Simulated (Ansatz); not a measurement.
Formation energy of the localised charge states of V_Al+O_N+O_N in wurtzite AlN (start: the Al site; N 1.90 Å away; N 1.90 Å away; 96-site cell, 2×2×2 shifted sampling) against the Fermi level, N-rich (Δμ(Al) = -2.74 eV, Δμ(N) = 0.00 eV, Δμ(O) = -3.14 eV, bounded by corundum; only phases computed here count, gases as isolated molecules at 0 K). The numbers are results of PBE, PAW (plane waves to 420 eV; Ansatz, a quantum-chemistry and plane-wave program), not measurements.

Charges with a result: +1, 0, −1. Others weren't obtained, and one of them could lie lower, also by skipping a charge.

Cell and caveats: 96-site cell; 2×2×2 shifted k-points; host gap 4.03 eV; charged states image-corrected; not converged in cell size; flagged in the runs: a host whose relaxation on this sampling wasn't shown to rest, a strain field that reaches the edge of the cell.

```tsv
E_F − E_VBM (eV)	q = +1	q = 0	q = −1
0.00	2.54	2.85	4.14
0.50	3.04	2.85	3.63
1.01	3.55	2.85	3.13
1.51	4.05	2.85	2.63
2.02	4.55	2.85	2.12
2.52	5.06	2.85	1.62
3.03	5.56	2.85	1.11
3.53	6.07	2.85	0.61
4.03	6.57	2.85	0.11
```

Crossings of the lowest lines: (+1/0) at 0.32 eV; (0/−1) at 1.29 eV.
